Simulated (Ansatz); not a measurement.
C: response to strain

The parent structure is C in the diamond structure (space group Fd-3m, No. 227; a = 3.560 Å). Axes: x, y, z lie along the cube axes.

Strains are applied to the cell and any free atomic positions relax; under biaxial strain the out-of-plane vector relaxes too.

Computed with plane-wave PAW DFT at the r2SCAN level (Ansatz, a program for electronic structure, 500 eV), spin-orbit coupling left out.

Notes on the quantities. pressure: mean of the normal stresses, compression positive; energy relative to the base: free energy F.

| change | pressure | gap character | energy relative to the base |
|---|---|---|---|
| base | 0.00 GPa | indirect, Γ → Γ–X (71 % along) | 0 meV/atom |
| biaxial strain −3.00 %, plane normal [110], relaxed out of plane | 28.62 GPa | indirect, Γ → Γ–X (75 % along) | +43 meV/atom |
| biaxial strain +1.45 %, plane normal [110], relaxed out of plane | -11.54 GPa | indirect, Γ → Γ–T (71 % along) | +9.1 meV/atom |
| biaxial strain +2.46 %, plane normal [110], relaxed out of plane | -18.75 GPa | indirect, Γ → Γ–T (74 % along) | +26 meV/atom |
| biaxial strain −0.55 %, plane normal [111], relaxed out of plane | 4.84 GPa | indirect, Γ → F–Γ (25 % along) | +1.4 meV/atom |
| biaxial strain +1.13 %, plane normal [111], relaxed out of plane | -9.20 GPa | indirect, Γ → F–Γ (25 % along) | +5.6 meV/atom |
| isotropic strain −5.36 % | 100.33 GPa | – | +0.237 eV/atom |
| isotropic strain −1.70 % | 25.46 GPa | indirect, Γ → Γ–X (71 % along) | +22 meV/atom |
| isotropic strain +3.17 % | -35.48 GPa | – | +66 meV/atom |
| tensor shear ε_yz = −3.57 % | 2.58 GPa | indirect, Γ → X | +53 meV/atom |

A biaxial case was relaxed in a doubled cell and then solved in the primitive one. Stability against distortions was not tested. k-point labels follow each cell's own Brillouin zone.
